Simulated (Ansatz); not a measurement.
Consider BeTe in the zinc blende structure (space group F-43m, No. 216).

```
CELL_PARAMETERS angstrom
      0.00000     2.82847     2.82847
      2.82847     0.00000     2.82847
      2.82847     2.82847     0.00000
ATOMIC_POSITIONS crystal
  Te 0.75000 0.75000 0.75000
  Be 0.00000 0.00000 0.00000
```

Cartesian axes are those of the cell as printed.

All numbers come from r2SCAN, PAW, 500 eV (Ansatz, a quantum-chemistry and plane-wave program; scalar-relativistic without spin-orbit coupling).

Strains are applied to the cell and any free atomic positions relax; under biaxial strain the out-of-plane vector relaxes too.

One change was made to it. Results:

```json
[
 {"quantity": "pressure (mean of the normal stresses, compression positive)", "base": "0.00 GPa", "after": "3.76 GPa"},
 {"quantity": "energy relative to the base (free energy F)", "base": "0 meV/atom", "after": "+32 meV/atom"}
]
```

### Question
Which of these changes matches the shifts?
A. isotropic strain +0.41 %
B. biaxial strain −1.04 %, plane normal [001], relaxed out of plane
C. isotropic strain +1.44 %
D. uniaxial strain ε_yy = −2.26 %
E. biaxial strain −4.29 %, plane normal [001], relaxed out of plane

### Answer
E, biaxial strain −4.29 %, plane normal [001], relaxed out of plane. For comparison, the energy relative to the base in the other runs: biaxial strain −1.04 %, plane normal [001], relaxed out of plane gives +1.7 meV/atom; isotropic strain +0.41 % gives +0.6 meV/atom; uniaxial strain ε_yy = −2.26 % gives +3.7 meV/atom; isotropic strain +1.44 % gives +7.5 meV/atom.

No phonon test of stability was made.
